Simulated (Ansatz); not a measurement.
An Ansatz (a program for electronic structure) run: hypothetical anatase PbF2; Ansatz PBEsol, no SOC.

Input:

Ansatz 0.2 input:
```yaml
crystal:
  lattice:
    - [-2.325613844, 2.325613844, 6.4266406881]
    - [2.325613844, -2.325613844, 6.4266406881]
    - [2.325613844, 2.325613844, -6.4266406881]
  atoms:
    - { symbol: Pb, position: [0.5, 0.5, 0] }
    - { symbol: Pb, position: [0.25, 0.75, 0.5] }
    - { symbol: F, position: [0.3051439218, 0.3051439218, 0] }
    - { symbol: F, position: [0.0551439218, 0.5551439218, 0.5] }
    - { symbol: F, position: [0.4448560782, 0.9448560782, 0.5] }
    - { symbol: F, position: [0.6948560782, 0.6948560782, 0] }
basis: { ecutwfc: 420, ecutrho_ratio: 4, xc_grid: 2, fft_grid_basis: typed }
kpoints: { mp_grid: { grid: [10, 10, 10] } }
hamiltonian:
  xc: pbesol
  dispersion: none
  pseudopotentials: { kind: paw }
scf: { occupations: { method: fermi_dirac, width: 0.05 }, convergence: { dr2_threshold: 0.0000000006 } }
output: { forces: true, stress: true }
```

Output (explanatory and most iteration lines left out):

```
Pseudopotential: Pb, paw, valence charge 14
Pseudopotential: F, paw, valence charge 7
Crystal: 6 atoms, lattice volume = 139.033 Å³
Basis set: ecut = 420 eV, 2741 PW (Γ), exchange–correlation on 100×100×100 points (8 copies of the dense FFT grid, shifted against one another)
Bands: 34, of which v1, the nominal top of the filled ones, is band 28 counted from 1 (27 counted from 0)
Symmetry: 16 space group operations
Space group: I41/amd (ITA 141), of the structure as read, at distance tolerance 5.2e-5 Å
k-points: 102 of 1000
Functional: x = pbesol(κ = 0.804, μ = 0.12345679012345678), c = pbesol(β = 0.046)
SCF iter   1: F=—  HF=-26713.987653 eV  |F-HF|=—  |Δ(HF+E_count)|=         —  Δρ=1.08e-2  dr2=1.03e-1  ethr=1.77e-3  ⟨swp⟩=6.5  Hψ=14644  notcnv=0
SCF iter   2: F=—  HF=-26713.965169 eV  |F-HF|=—  |Δ(HF+E_count)|=   2.25e-2  Δρ=3.31e-3  dr2=8.12e-3  ethr=1.85e-4  ⟨swp⟩=2.0  Hψ=7572  notcnv=0  defer=179
SCF 1 converged in 8 iterations: F = -26713.963443 eV  dr2 = 3.18e-10
SCF converged after 8 iterations
Free energy (F): -26713.963443 eV
Internal energy: -26713.963443 eV  (E = F + TS)
E sigma→0 (E₀):  -26713.963443 eV
Fermi energy:    4.530116 eV
--- Forces (eV/Å), atoms counted from 1 ---
  atom   1  Pb    -0.00000000    -0.00000000     0.00000000
  atom   2  Pb     0.00000000     0.00000000     0.00000000
  atom   3  F     -0.00000000     0.00000000    -0.00014661
  atom   4  F      0.00000000     0.00000000    -0.00014661
  atom   5  F      0.00000000     0.00000000     0.00014661
  atom   6  F     -0.00000000     0.00000000     0.00014661
--- Stress (GPa, compression-positive) ---
       -0.004565       0.000000       0.000000
        0.000000      -0.004565      -0.000000
        0.000000      -0.000000       0.006669
  P = ⅓ Tr σ = -0.0008 GPa (-0.008 kbar)
```

Spin-orbit coupling, missing from the scalar runs, can matter with Pb. No phonon test of stability was made. The cell is PbF₂ in the anatase structure (space group I4_1/amd, No. 141; a hypothetical phase, not in the database extracts checked).
